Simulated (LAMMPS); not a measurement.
MD from the melt across the composition of Ni (fcc) with a share x of Ni sites Al; each row has its own temperature.

Model: classical MD, pair style eam/alloy, file NiAlH_jea.eam.alloy (LAMMPS).

| x | volume | state | enthalpy | self-diffusion coefficient of Al (not corrected for cell size) | viscosity | T (K) |
|---|---|---|---|---|---|---|
| 0.1 | 12.798 ± 0.002 Å³/atom | liquid | -3.9165 ± 0.0004 eV/atom | (3.5 ± 0.1) × 10^-5 cm²/s | - | 1570 |
| 0.25 | 13.068 ± 0.003 Å³/atom | liquid | -3.9783 ± 0.0006 eV/atom | (2.6 ± 0.1) × 10^-5 cm²/s | 4.1 ± 0.4 mPa s | 1450 |
| 0.5 | 14.140 ± 0.004 Å³/atom | liquid | -3.8513 ± 0.0004 eV/atom | (2.76 ± 0.07) × 10^-5 cm²/s | - | 1260 |
| 0.75 | 16.542 ± 0.003 Å³/atom | liquid | -3.5061 ± 0.0004 eV/atom | (5.65 ± 0.05) × 10^-5 cm²/s | - | 1080 |
| 0.9 | 18.370 ± 0.001 Å³/atom | liquid | -3.2557 ± 0.0003 eV/atom | (9.7 ± 0.2) × 10^-5 cm²/s | 0.89 ± 0.06 mPa s | 960 |

Caution: a run this short can hold a crystal over, or a liquid under, the potential's own melting point, which these runs don't give.

States go by the mean squared displacement: a species diffuses where it passes 1.5 Å², still rises and gives D over 1e-6 cm²/s; a crystal has left its structure where atoms lie 0.35 Å off their sites on average or a cubic box changes its shape by 3 %, or the axial ratios of another lie 8 % off the starting cell's, which the potential's own relaxation can also do.

Errors of D are the spread over four groups of atoms in one short run; a floor of about 5 %, a picked value, is safer.

Uncertainties are statistical and leave out the potential's own error.
